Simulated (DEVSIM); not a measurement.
System: abrupt Si n-p junction, at 250 K.

Layer 1 from the left is Si, thickness (μm) 27.0, Nd (cm⁻³) 3.3e17, τn (s) 0.0002, τp (s) 0.0002. Layer 2 from the left is Si, thickness (μm) 59.0, Na (cm⁻³) 9.4e17, τn (s) 0.0002, τp (s) 0.0002.

Left contact: ohmic. Right contact: ohmic. Voltage is applied to the left contact. Recombination: SRH at mid-gap, radiative. Mobility is constant in doping.

This is a model device: material constants are rounded textbook-type values typed into the input, and sizes, dopings and lifetimes were drawn at random. Values at 300 K; Nc and Nv go as T^1.5, mobilities as T to minus their exponent, the gap by Varshni's rule with the affinity fixed.

Si: gap (eV) 1.124, affinity (eV) 4.05, permittivity 11.7, Nc (cm⁻³) 2.86e19, Nv (cm⁻³) 3.1e19, μn (cm²/Vs) 1417, μp (cm²/Vs) 470, T exponent of μn 2.3, T exponent of μp 2.2, B (cm³/s) 4.7e-15, Varshni α (eV/K) 0.000473, Varshni β (K) 636.

Simulated with DEVSIM: 1D drift-diffusion, Boltzmann statistics, complete ionisation; no tunnelling, impact ionisation, image-force lowering or self-heating.

Dark forward current:

| |V| (V) | |J| (A/cm²) |
|---|---|
| 0.45 | 3.128e-8 |
| 0.50 | 3.152e-7 |
| 0.55 | 3.199e-6 |
| 0.60 | 3.254e-5 |
| 0.65 | 0.0003313 |
| 0.70 | 0.003373 |
| 0.75 | 0.03435 |
| 0.80 | 0.3495 |
| 0.85 | 3.532 |
| 0.90 | 33.46 |
| 0.95 | 229.0 |
| 1.00 | 894.6 |
| 1.05 | 2286 |

Task: Work out the local ideality factor n = ΔV / (kT/q · ln(J2/J1)) between the rows 0.45 and 0.50 V, 0.70 and 0.75 V, 1.00 and 1.05 V.

Result: kT/q = 21.54 mV. From 0.45 to 0.50 V: ln(3.152e-7/3.128e-8) = 2.310, n = 1.00, near the 1 of diffusion or emission over a barrier. From 0.70 to 0.75 V: ln(0.03435/0.003373) = 2.321, n = 1.00, near the 1 of diffusion or emission over a barrier. From 1.00 to 1.05 V: ln(2286/894.6) = 0.938, n = 2.47.

Task: Estimate the current at 0.65 V from the Shockley equation with J0 = Σ q ni² D/(N L) coth(W/L), τ joining the SRH, radiative and Auger lifetimes that are on, and W taken as the whole layer.

Result: ni² = 6.36e15 cm⁻⁶; holes in the n layer: μ = 702 cm²/Vs, D = 15.1 cm²/s, τ = 0.000153 s, L = 480 μm, W/L = 0.056, term 1.73e-17 A/cm²; electrons in the p layer: μ = 2160 cm²/Vs, D = 46.4 cm²/s, τ = 0.000106 s, L = 702 μm, W/L = 0.084, term 8.55e-18 A/cm². J0 = 2.59e-17 A/cm², and J = J0 exp(qV/kT) = 0.000330 A/cm². The simulation gives 0.000331 A/cm², the same within the digits that matter. The estimate leaves out recombination in the depletion region and that region's share of W.
